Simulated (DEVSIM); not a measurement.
abrupt Si p-n junction

Structure: abrupt Si p-n junction, at 300 K.

| layer (left to right) | material | thickness (μm) | Nd (cm⁻³) | Na (cm⁻³) | τn (s) | τp (s) |
|---|---|---|---|---|---|---|
| 1 | Si | 75.0 | - | 1.1e18 | 0.00049 | 0.00049 |
| 2 | Si | 600 | 2.5e15 | - | 0.00049 | 0.00049 |

Left contact: ohmic. Right contact: ohmic. Voltage is applied to the left contact. Recombination: SRH at mid-gap, Auger. Mobility is μmin + (μ − μmin)/(1 + (N/Nref)^α).

Constants are typed, rounded textbook-type inputs, not results; the design itself was drawn at random and stands for no fabricated device. Values at 300 K.

```csv
parameter,Si
gap (eV),1.124
affinity (eV),4.05
permittivity,11.7
Nc (cm⁻³),2.86e19
Nv (cm⁻³),3.1e19
μn (cm²/Vs),1417
μp (cm²/Vs),470
"μn,min",52
"μp,min",45
"Nref,n",9.7e16
"Nref,p",2.2e17
αn,0.68
αp,0.72
Cn (cm⁶/s),2.8e-31
Cp (cm⁶/s),9.9e-32
```

Model (solved in DEVSIM): 1D drift-diffusion, Boltzmann statistics, complete ionisation; no tunnelling, impact ionisation, image-force lowering or self-heating.

```yaml
potential_step_across_the_device_at_zero_bias: 0.796 V
largest_field_in_the_device_at_zero_bias: 60000 V/cm
Dark forward voltage at 1 A/cm²: 0.744 V
Dark forward voltage at 100 A/cm²: 1.169 V
```

Small-signal capacitance in reverse bias (quasi-static):

```tsv
V (V)	C (nF/cm²)
-0.04	17.0
-0.1	16.3
-0.2	15.3
-0.3	14.5
-0.4	13.8
-0.6	12.6
-0.8	11.8
-1	11.0
-1.3	10.2
-1.6	9.47
-2	8.74
```

Dark reverse current:

```tsv
V (V)	J (A/cm²)
-0.04	-8.8e-12
-0.10	-1.6e-11
-0.20	-2.6e-11
-0.30	-3.5e-11
-0.40	-4.2e-11
-0.60	-5.6e-11
-0.80	-6.9e-11
-1.00	-8.1e-11
-1.30	-9.6e-11
-1.60	-1.1e-10
-2.00	-1.3e-10
```
